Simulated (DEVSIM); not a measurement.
Structure: GaAs p-n junction from an implanted or diffused profile, at 300 K.

Layer 1 from the left is GaAs, thickness (μm) 29.0, Nd (cm⁻³) 6.2e15, τn (s) 1.2e-8, τp (s) 1.2e-8.

Added acceptor profile: 7.6e17 cm⁻³ × exp(−(x − 0 μm)²/(2·(0.051 μm)²)). Left contact: ohmic. Right contact: ohmic. Voltage is applied to the left contact. Recombination: SRH at mid-gap. Mobility is μmin + (μ − μmin)/(1 + (N/Nref)^α).

The device is made up for the run: typed textbook-type constants, with dimensions and the other settings drawn at random. Values at 300 K.

GaAs: gap (eV) 1.424, affinity (eV) 4.07, permittivity 12.9, Nc (cm⁻³) 4.7e17, Nv (cm⁻³) 9e18, μn (cm²/Vs) 8500, μp (cm²/Vs) 400, μn,min 500, μp,min 20, Nref,n 6e16, Nref,p 1.5e17, αn 0.39, αp 0.38.

Simulated with DEVSIM: 1D drift-diffusion, Boltzmann statistics, complete ionisation; no tunnelling, impact ionisation, image-force lowering or self-heating.

Q: What does the simulation give for the dark forward voltage at 100 A/cm², the dark forward voltage at 1 A/cm²?

A: dark forward voltage at 100 A/cm² 1.165 V; dark forward voltage at 1 A/cm² 0.999 V.
